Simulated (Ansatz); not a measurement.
## Ti, response to strain

Take Ti in the hcp (Mg type) structure (space group P6_3/mmc, No. 194; a = 2.8644 Å, c = 4.5373 Å; relaxed with 0.1 eV smearing) as the base.

Strains are applied to the cell and any free atomic positions relax.

Level of theory: LDA (Ansatz, a quantum-chemistry and plane-wave program, PAW, without spin-orbit coupling).

Candidates:
(a) isotropic strain −3.00 %
(b) isotropic strain −1.50 %
(c) isotropic strain −1.00 %
(d) isotropic strain +3.00 %
(e) isotropic strain +2.50 %

Notes on the quantities. energy relative to the base: free energy F.

### Question
Order them by energy relative to the base, highest first.

### Answer
(a) isotropic strain −3.00 % (+55 meV/atom), (d) isotropic strain +3.00 % (+48 meV/atom), (e) isotropic strain +2.50 % (+34 meV/atom), (b) isotropic strain −1.50 % (+13 meV/atom), (c) isotropic strain −1.00 % (+5.9 meV/atom)

Whether these cells are dynamically stable was not tested. The final runs are not spin-polarised.
